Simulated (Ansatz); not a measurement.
**Hf: biaxial strain −3.36 %, plane normal [001], relaxed out of plane**

The reference is Hf in the hcp (Mg type) structure (space group P6_3/mmc, No. 194; a = 3.204 Å, c = 5.073 Å; relaxed with 0.1 eV smearing). Axes: x lies along a and z along c of the hexagonal cell.

Modification: biaxial strain −3.36 %, plane normal [001], relaxed out of plane (Cartesian); in-plane vectors clamped, the third vector and the atoms free.

Calculations: DFT with PBE, PAW potentials and a 420 eV plane-wave cutoff in Ansatz (a quantum-chemistry and plane-wave program), no spin-orbit coupling. k-mesh 21×21×12 (Γ-centred); smearing 0.1 eV (Fermi–Dirac).

The space group remains P6_3/mmc (No. 194) and the pressure (mean of the normal stresses, compression positive) goes from zero to 4.9 GPa. The band gap remains zero and the out-of-plane strain amounts to +2.51 %. The ratio −ε⊥/ε∥ is 0.75 and the mean in-plane stress (compression positive) amounts to +7.4 GPa.

Stability against distortions was not tested. The final runs are not spin-polarised.
